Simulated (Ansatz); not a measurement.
# Defect calculation: Cl on the O site in monoclinic HfO2

All values below come from PBE, PAW (plane waves to 420 eV; Ansatz, an electronic-structure program). The supercell holds 96 host sites (2×2×2 repeats of the unit cell), with a 2×2×2 shifted k-point sampling for the final energies. Site at the start: the O(2,4-fold) site. Finite-size correction: monopole term and site-potential alignment. Dielectric constants: PBE linear response of the host. Host gap at this level: 4.04 eV. These values are not converged in cell size to better than tenths of an eV. PBE underestimates the host's gap, which shifts levels and can delocalise carriers. Spin–orbit coupling is left out, which matters for these heavy elements. Each state is the lowest found from its start.

Formation energies E_f are given with the Fermi level at the valence-band maximum. Chemical conditions: Hf-rich (Δμ(O) = -5.19 eV, Δμ(Cl) = -2.34 eV, bounded by HfCl4 (P2/c); only phases computed here count, gases as isolated molecules at 0 K). Reference phases: Cl: Cl2 molecule in a box, O: O2 molecule in a box.

Charges from +1 to −1 were run; one beyond them could lie lower near a band edge.

```
charge         moment (μB)  point group  largest move off a lattice site (Å)  image correction with alignment (eV)  E_f, Hf-rich (eV)
------  ------------------  -----------  -----------------------------------  ------------------------------------  -----------------
+1      not spin-polarised           C1                                 0.34                                  0.20              -0.32
0*                quenched           C1                                 0.34                                     –                  –
−1†     not spin-polarised            –                                 0.46                                 -0.07                  –
```

* At this level the carrier isn't localised at the defect: at charge 0 electrons occupy the conduction band. Such a state is shallow or no state of the defect, and this cell gives it no level.

† Not settled in this cell, so no level is given: charge −1: level within 0.1 eV of a band edge or past it.

Point groups are those of the whole cell at tolerances of 0.03 and 0.1 Å ("near" where only the looser one holds); none is given for unsettled states.

Starting moments that weren't kept: charge 0 began with 1 μB and ended with 0.0.

Flagged in the runs: a doubtful potential alignment, a host whose relaxation on this sampling wasn't shown to rest, a strain field that reaches the edge of the cell.

All states together cost roughly 6 core-hours.
